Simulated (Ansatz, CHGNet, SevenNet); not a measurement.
# Lattice parameter c of Al₂Cu (model structure, started from the Al2Cu type, I4/mcm, No. 140, 6 atoms in the cell) at several levels of theory

No measured value is used here.

| level (code) | value (Å) |
|---|---|
| CHGNet 0.3.0 | 5.049 |
| SevenNet-0 | 4.796 |
| LDA (Ansatz) | (withheld) |
| PBE (Ansatz) | (withheld) |
| PBEsol (Ansatz) | 4.820 |
| PBE-D3(BJ) (Ansatz) | 4.804 |
| r²SCAN (Ansatz) | 4.805 |
| r²SCAN+rVV10 (Ansatz) | 4.794 |

### Question
Some entries are withheld; supply them.

### Answer

- LDA (Ansatz, a first-principles code), value (Å): 4.775
- PBE (Ansatz), value (Å): 4.877

Cutoffs differ between the levels. Ansatz's density-functional and Hartree–Fock values are scalar-relativistic unless marked +SOC, with PAW data made under PBE.

Machine-learned potentials (CHGNet 0.3.0, SevenNet-0) are trained on DFT data: a solid inside that data is no test of them.

A model structure was made by putting elements into a prototype or built by hand; here it ended with the formula and space group of a phase in our tables.
